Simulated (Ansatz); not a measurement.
## The (11-20) surface of hcp Y in its 1x1 cell, outermost plane spacing 1.83 Å in the ideal cut

Calculation: PBE (plane waves to 420 eV, PAW; Ansatz, a quantum-chemistry and plane-wave program).

Slab: 14 atoms, 11.0 Å thick at the start; k 7x6x1, smearing 0.1 eV, dipole-corrected; all atoms relaxed; symmetry of the start imposed; no spin, no spin-orbit, no U.

```
Item                                                      Result
-----------------------------------  ---------------------------
surface energy (mean of both faces)                   1.02 J/m^2
surface energy before relaxation                       1.05 J/m²
work function of the top face                            2.96 eV
energy released by relaxation                            0.16 eV
cost                                 very roughly 8 core-minutes
```
